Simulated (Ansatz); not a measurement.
## Pressure series in NaCl3

The reference is NaCl₃ in the A15 (Cr3Si type) structure (space group Pm-3n, No. 223; a = 5.397 Å; a cell from a computed database, its experimental status unchecked).

Cell and atoms are relaxed at each pressure.

The values are results of PBEsol (Ansatz, a quantum-chemistry and plane-wave program), no SOC, not measurements.

Notes on the quantities. enthalpy: H = E + PV relative to the base's energy.

```csv
variant,enthalpy,volume per atom
base,–,19.65 Å³
pressure −2 GPa,-0.25 eV/atom,20.94 Å³
pressure −1 GPa,-0.12 eV/atom,20.23 Å³
pressure 0.3 GPa,+0.04 eV/atom,19.50 Å³
pressure 0.7 GPa,+0.08 eV/atom,19.29 Å³
pressure 1.5 GPa,+0.18 eV/atom,18.92 Å³
pressure 3 GPa,+0.35 eV/atom,18.34 Å³
pressure 5 GPa,+0.58 eV/atom,17.68 Å³
pressure 7.5 GPa,+0.85 eV/atom,17.01 Å³
pressure 10 GPa,+1.11 eV/atom,16.45 Å³
```

Load acts through the strain it causes; cell and atoms are relaxed under it. No phonon test of stability was made. Competing high-pressure phases were not computed. The final runs are not spin-polarised.
